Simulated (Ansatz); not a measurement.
Where the default PAW files enter, the runs use the earlier of Ansatz's two default sets.

The decay constant κ of evanescent states in the gap governs leakage through a thin film.

```yaml
crystal:
  lattice:
    - [5.67953, 0.00000, 0.00000]
    - [0.00000, 12.78751, 0.00000]
    - [2.83976, 0.00000, 1.63954]
  atoms:
    - { symbol: W, position: [0.33333, 0.75000, 0.00000] }
    - { symbol: W, position: [0.66667, 0.25000, 0.00000] }
    - { symbol: Se, position: [0.66667, 0.88171, 0.00000] }
    - { symbol: Se, position: [0.33333, 0.11829, 0.00000] }
    - { symbol: Se, position: [0.33333, 0.38171, 0.00000] }
    - { symbol: Se, position: [0.66667, 0.61829, 0.00000] }
```

Space group of this cell: P6_3/mmc. The cell was relaxed by PBE-D3(BJ); by r2SCAN its mean pressure is 1.9 GPa.

Transport runs along the normal of the first two printed cell vectors, the (110) plane of the conventional cell.

No gap correction and no spin-orbit coupling; mid-gap values are interpolated between computed energies.

Q: State the band gap and the smallest decay constant κ at mid-gap according to r2SCAN in Ansatz (an electronic-structure program).

A: Gap 1.02 eV on a 18×4×18 mesh; κ = 0.191 1/Å, at the zone centre.
